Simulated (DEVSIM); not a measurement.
Device: abrupt Si p-n junction, at 300 K.

```tsv
layer (left to right)	material	thickness (μm)	Nd (cm⁻³)	Na (cm⁻³)	τn (s)	τp (s)
1	Si	0.300	-	2.6e17	2.4e-6	2.4e-6
2	Si	2.90	2.6e14	-	2.4e-6	2.4e-6
```

Left contact: ohmic. Right contact: ohmic. Voltage is applied to the left contact. Recombination: SRH at mid-gap, radiative, Auger. Mobility is μmin + (μ − μmin)/(1 + (N/Nref)^α).

The device is made up for the run: typed textbook-type constants, with dimensions and the other settings drawn at random. Values at 300 K.

| parameter | Si |
|---|---|
| gap (eV) | 1.124 |
| affinity (eV) | 4.05 |
| permittivity | 11.7 |
| Nc (cm⁻³) | 2.86e19 |
| Nv (cm⁻³) | 3.1e19 |
| μn (cm²/Vs) | 1417 |
| μp (cm²/Vs) | 470 |
| μn,min | 52 |
| μp,min | 45 |
| Nref,n | 9.7e16 |
| Nref,p | 2.2e17 |
| αn | 0.68 |
| αp | 0.72 |
| B (cm³/s) | 4.7e-15 |
| Cn (cm⁶/s) | 2.8e-31 |
| Cp (cm⁶/s) | 9.9e-32 |

Simulated with DEVSIM: 1D drift-diffusion, Boltzmann statistics, complete ionisation; no tunnelling, impact ionisation, image-force lowering or self-heating.

The doping Nd of layer 2 was swept, all else fixed.

| doping Nd of layer 2 (cm^-3) | dark forward voltage at 100 A/cm² (V) | largest field in the device at zero bias (V/cm) | dark forward voltage at 1 A/cm² (V) | potential step across the device at zero bias (V) |
|---|---|---|---|---|
| 7.8e12 | 0.807 | 28000 | 0.443 | 0.610 |
| 2.6e13 | 0.714 | 28000 | 0.463 | 0.641 |
| 7.8e13 | 0.699 | 28000 | 0.483 | 0.669 |
| 2.6e14 | 0.697 | 28000 | 0.509 | 0.700 |
| 7.8e14 | 0.700 | 30000 | [?] | 0.729 |
| 2.6e15 | 0.709 | 34000 | 0.564 | 0.760 |
| 7.8e15 | 0.721 | 45000 | 0.589 | 0.788 |

Problem. Some entries are withheld; supply them.

Solution. 
- 7.8e14, dark forward voltage at 1 A/cm² (V): 0.535
